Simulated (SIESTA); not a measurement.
# Short convergence ladders for La (P6_3/mmc, 4 atoms in the cell)

```
La
1.0
    1.87557    -3.24859     0.00000
    1.87557     3.24859     0.00000
    0.00000     0.00000    12.09920
La
4
Direct
  0.00000   0.00000   0.50000
  0.00000   0.00000   0.00000
  0.33333   0.66667   0.25000
  0.66667   0.33333   0.75000
```

Base method: GGA PBEsol, numerical atomic orbitals DZP, PseudoDojo PBEsol standard norm-conserving potentials (rewritten from UPF to PSML) run with SIESTA.

Base settings: XC.functional = GGA; XC.authors = PBEsol; potentials = PseudoDojo PBEsol standard; PAO.BasisSize = DZP; PAO.EnergyShift = 0.005 Ry; MeshCutoff = 350 Ry; kgrid.MonkhorstPack = 8 8 2; OccupationFunction = FD; ElectronicTemperature = 0.1 eV; MaxSCFIterations = 150.

Core times come from one kind of shared machine, to one figure; runs under 30 s give none.

**The force threshold of a relaxation**

On La (P3m1, 4 atoms in the cell): one atom moved by 0.15 angstrom.

In this ladder: MD.TypeOfRun = Broyden; MD.Steps = 40.

The mesh stays at the base's, so the ladder's end is converged at best in this setting alone.

Only quantities that move along the ladder and can be compared are tabulated.

| MD.MaxForceTol | free energy less the last step's (meV/atom) | largest force left (eV/Å) | relaxation steps | core time / last (rough) |
|---|---|---|---|---|
| 0.2 eV/Ang | 0.46 | 0.0941 | 3 | 0.4 |
| 0.1 eV/Ang | 0.46 | 0.0941 | 3 | 0.4 |
| 0.05 eV/Ang | 0.00 | 0.0097 | 5 | 0.6 |
| 0.03 eV/Ang | 0.00 | 0.0097 | 5 | 0.6 |
| 0.02 eV/Ang | 0.00 | 0.0097 | 5 | 0.6 |
| 0.01 eV/Ang | 0.00 | 0.0097 | 5 | 0.7 |
| 0.005 eV/Ang | 0.00 | 0.0023 | 9 | 0.8 |
| 0.002 eV/Ang | 0.00 | 0.0009 | 10 | 1 |
| 0.001 eV/Ang | 0.00 | 0.0009 | 10 | 1 |

Coarsest MD.MaxForceTol that holds the largest force left within 0.005 eV/Å of the last step, with all finer ones: 0.005 eV/Ang; the step before is off by 0.0088 eV/Å.

Coarsest MD.MaxForceTol that holds the free energy within 0.1 meV/atom of the last step, with all finer ones: 0.05 eV/Ang; the step before is off by 0.46 meV/atom.

Two neighbours can agree and both be off: 0.2 eV/Ang and 0.1 eV/Ang differ by 0.00 meV/atom in the free energy, yet lie about 0.46 meV/atom from the last step.

**The size of a vacancy's supercell**

On La (P6_3/mmc, 4 atoms in the cell), and larger cells.

Steps: 1 x 1 x 1 supercell, one La atom taken out, nothing relaxed; 2 x 1 x 1 supercell, one La atom taken out, nothing relaxed; and so on, with the mesh thinned in proportion.

Only quantities that move along the ladder and can be compared are tabulated.

| atoms | unrelaxed vacancy energy (eV) | core time / last (rough) |
|---|---|---|
| 4 | 1.253 | 0.3 |
| 8 | 1.688 | 0.8 |
| 16 | 1.887 | 1 |

Smallest size that holds the unrelaxed vacancy energy within 0.1 eV: not settled: the last two steps still differ by 0.20 eV, over half the tolerance, so the ladder does not show it.

On the base run: the starting cell has typed, rounded lattice constants, without a prior relaxation at this level. Its lattice was rescaled by up to half a per cent. Values carry the incompleteness of an atom-centred basis.
